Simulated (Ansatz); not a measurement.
Electronic density of states of amorphous In9Ga9Zn9O41Nb2, density 5.77 g/cm³, on a 2×2×2 Γ-centred mesh with a Gaussian width of 0.1 eV; energies count from the Fermi level, whose place inside the gap is arbitrary. Cell and mesh are small, so fine structure isn't converged. The numbers are results of PBE, scalar-relativistic without spin-orbit coupling (plane waves to 420 eV, PAW; Ansatz, a quantum-chemistry and plane-wave program), not measurements. Sampling: a 2×2×2 Γ-centred mesh; Fermi-Dirac width 0.02 eV; no spin polarisation.

It comes from a melt-quench run on a machine-learned potential (CHGNet), relaxed afterwards by DFT. O atoms were pushed apart under 1.9 Å during the dynamics, to hinder bonds among them. The hot cell started wider than the set density and was brought back towards it in steps. It is the lowest in DFT energy of 2 quenches. It is a model cell: composition and starting density were chosen by hand, and all elements were melted together. No dispersion term was used. Its density started from a set value of 5.77 and ended at 5.77 g/cm³. The quench (nominally 260 K/ps over its main leg) was far faster than any real one, so the model tends to hold more defects than a real film. A cell of this size samples the disorder only roughly. The volume was held where the preparation left it and the shape relaxed, at a PBE pressure of 0.3 GPa.

| E - EF (eV) | states/(eV atom) |
|---|---|
| -12.00 | 0.00 |
| -11.90 | 0.00 |
| -11.80 | 0.00 |
| -11.70 | 0.00 |
| -11.60 | 0.00 |
| -11.50 | 0.00 |
| -11.40 | 0.00 |
| -11.30 | 0.00 |
| -11.20 | 0.00 |
| -11.10 | 0.00 |
| -11.00 | 0.00 |
| -10.90 | 0.00 |
| -10.80 | 0.00 |
| -10.70 | 0.00 |
| -10.60 | 0.00 |
| -10.50 | 0.00 |
| -10.40 | 0.00 |
| -10.30 | 0.00 |
| -10.20 | 0.00 |
| -10.10 | 0.00 |
| -10.00 | 0.00 |
| -9.90 | 0.00 |
| -9.80 | 0.00 |
| -9.70 | 0.00 |
| -9.60 | 0.00 |
| -9.50 | 0.00 |
| -9.40 | 0.00 |
| -9.30 | 0.00 |
| -9.20 | 0.00 |
| -9.10 | 0.00 |
| -9.00 | 0.00 |
| -8.90 | 0.00 |
| -8.80 | 0.00 |
| -8.70 | 0.00 |
| -8.60 | 0.00 |
| -8.50 | 0.00 |
| -8.40 | 0.00 |
| -8.30 | 0.00 |
| -8.20 | 0.00 |
| -8.10 | 0.00 |
| -8.00 | 0.00 |
| -7.90 | 0.00 |
| -7.80 | 0.00 |
| -7.70 | 0.00 |
| -7.60 | 0.00 |
| -7.50 | 0.00 |
| -7.40 | 0.00 |
| -7.30 | 0.02 |
| -7.20 | 0.12 |
| -7.10 | 0.18 |
| -7.00 | 0.18 |
| -6.90 | 0.13 |
| -6.80 | 0.21 |
| -6.70 | 0.28 |
| -6.60 | 0.34 |
| -6.50 | 0.41 |
| -6.40 | 0.35 |
| -6.30 | 0.40 |
| -6.20 | 0.55 |
| -6.10 | 0.62 |
| -6.00 | 0.57 |
| -5.90 | 0.55 |
| -5.80 | 0.68 |
| -5.70 | 0.87 |
| -5.60 | 1.17 |
| -5.50 | 1.35 |
| -5.40 | 1.30 |
| -5.30 | 1.13 |
| -5.20 | 1.13 |
| -5.10 | 1.17 |
| -5.00 | 1.21 |
| -4.90 | 1.20 |
| -4.80 | 1.04 |
| -4.70 | 0.87 |
| -4.60 | 0.70 |
| -4.50 | 0.70 |
| -4.40 | 0.74 |
| -4.30 | 0.71 |
| -4.20 | 0.66 |
| -4.10 | 0.62 |
| -4.00 | 0.61 |
| -3.90 | 0.59 |
| -3.80 | 0.61 |
| -3.70 | 0.65 |
| -3.60 | 0.64 |
| -3.50 | 0.60 |
| -3.40 | 0.61 |
| -3.30 | 0.69 |
| -3.20 | 0.70 |
| -3.10 | 0.67 |
| -3.00 | 0.68 |
| -2.90 | 0.71 |
| -2.80 | 0.75 |
| -2.70 | 0.79 |
| -2.60 | 0.81 |
| -2.50 | 0.78 |
| -2.40 | 0.77 |
| -2.30 | 0.77 |
| -2.20 | 0.82 |
| -2.10 | 0.81 |
| -2.00 | 0.83 |
| -1.90 | 0.85 |
| -1.80 | 0.84 |
| -1.70 | 0.87 |
| -1.60 | 0.85 |
| -1.50 | 0.85 |
| -1.40 | 0.90 |
| -1.30 | 0.90 |
| -1.20 | 0.90 |
| -1.10 | 0.93 |
| -1.00 | 0.88 |
| -0.90 | 0.76 |
| -0.80 | 0.59 |
| -0.70 | 0.46 |
| -0.60 | 0.29 |
| -0.50 | 0.08 |
| -0.40 | 0.01 |
| -0.30 | 0.00 |
| -0.20 | 0.00 |
| -0.10 | 0.00 |
| 0.00 | 0.00 |
| 0.10 | 0.00 |
| 0.20 | 0.00 |
| 0.30 | 0.00 |
| 0.40 | 0.00 |
| 0.50 | 0.01 |
| 0.60 | 0.02 |
| 0.70 | 0.00 |
| 0.80 | 0.00 |
| 0.90 | 0.00 |
| 1.00 | 0.00 |
| 1.10 | 0.00 |
| 1.20 | 0.00 |
| 1.30 | 0.01 |
| 1.40 | 0.03 |
| 1.50 | 0.04 |
| 1.60 | 0.03 |
| 1.70 | 0.04 |
| 1.80 | 0.05 |
| 1.90 | 0.06 |
| 2.00 | 0.07 |
| 2.10 | 0.09 |
| 2.20 | 0.09 |
| 2.30 | 0.10 |
| 2.40 | 0.16 |
| 2.50 | 0.24 |
| 2.60 | 0.18 |
| 2.70 | 0.15 |
| 2.80 | 0.17 |
| 2.90 | 0.19 |
| 3.00 | 0.25 |
| 3.10 | 0.23 |
| 3.20 | 0.17 |
| 3.30 | 0.14 |
| 3.40 | 0.14 |
| 3.50 | 0.18 |
| 3.60 | 0.22 |
| 3.70 | 0.19 |
| 3.80 | 0.15 |
| 3.90 | 0.16 |
| 4.00 | 0.24 |
| 4.10 | 0.20 |
| 4.20 | 0.20 |
| 4.30 | 0.24 |
| 4.40 | 0.31 |
| 4.50 | 0.31 |
| 4.60 | 0.23 |
| 4.70 | 0.25 |
| 4.80 | 0.27 |
| 4.90 | 0.26 |
| 5.00 | 0.25 |
| 5.10 | 0.28 |
| 5.20 | 0.28 |
| 5.30 | 0.29 |
| 5.40 | 0.32 |
| 5.50 | 0.28 |
| 5.60 | 0.28 |
| 5.70 | 0.33 |
| 5.80 | 0.32 |
| 5.90 | 0.29 |
| 6.00 | 0.34 |
| 6.10 | 0.35 |
| 6.20 | 0.33 |
| 6.30 | 0.31 |
| 6.40 | 0.33 |
| 6.50 | 0.34 |
| 6.60 | 0.33 |
| 6.70 | 0.34 |
| 6.80 | 0.34 |
| 6.90 | 0.31 |
| 7.00 | 0.30 |
| 7.10 | 0.27 |

The gap on this mesh is 1.13 eV; the broadening fills part of it in the curve.
